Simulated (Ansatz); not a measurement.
Functionals compared on a constructed model of the (100) surface of fcc Ag, a pseudomorphic layer of Sc in the host's stacking (bottom of the slab: a bare face, its two planes held), in Ansatz (plane waves, PAW). The structure was relaxed with PBE; the other rows are single points on it. Cutoff 420 eV (500 eV for r2SCAN).

Set-up: 7 atoms, 12.9 Å thick at the start; mesh 13x13x1; 0.1 eV smearing; dipole correction on; 2 atoms held, the rest relaxed; start symmetry kept, larger cells not searched; no spin, no spin-orbit, no U. It is one candidate, not shown to be the stable structure of the face. These notes are the PBE run's.

```
functional  work function of the top face (eV)  rough cost of the single point
----------  ----------------------------------  ------------------------------
PBE                                       3.85                               –
RPBE                                      3.75         roughly 40 core-seconds
r2SCAN                              (withheld)  around 80 core-seconds (rough)
```

**Question.** What belongs in the gaps?

**Answer.** 
- r2SCAN, work function of the top face (eV): 3.96

Ansatz is a first-principles code.
